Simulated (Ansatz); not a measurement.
We consider CaO (model structure, F-43m, No. 216, 2 atoms in the cell), described by r²SCAN in Ansatz (PAW).

Run with plane-wave cutoff 560 eV, 12×12×12 k mesh, Fermi–Dirac smearing 0.01 eV, scalar-relativistic PAW data made under PBE.

Cell (relaxed at this level):

```yaml
crystal:
  lattice:
    - [0.00000, 2.60631, 2.60631]
    - [2.60631, 0.00000, 2.60631]
    - [2.60631, 2.60631, 0.00000]
  atoms:
    - { symbol: Ca, position: [0.00000, 0.00000, 0.00000] }
    - { symbol: O, position: [0.25000, 0.25000, 0.25000] }
```

**Question.** Estimate the band gap and smallest direct gap on the k points sampled that the calculation returns.

**Answer.** 
- band gap = 3.76 eV (indirect)
- smallest direct gap on the k points sampled = 4.38 eV

Note: the relaxation could raise the start's symmetry but not lower it, so the cell can be a saddle point.

Computed values are for the static lattice.

The result took about 11 core-seconds (a rough figure).

A model structure was made by putting elements into a prototype or built by hand; it is no filed structure, need not be a known phase, and can be a saddle point held by its symmetry.

Ansatz is a program for electronic structure.
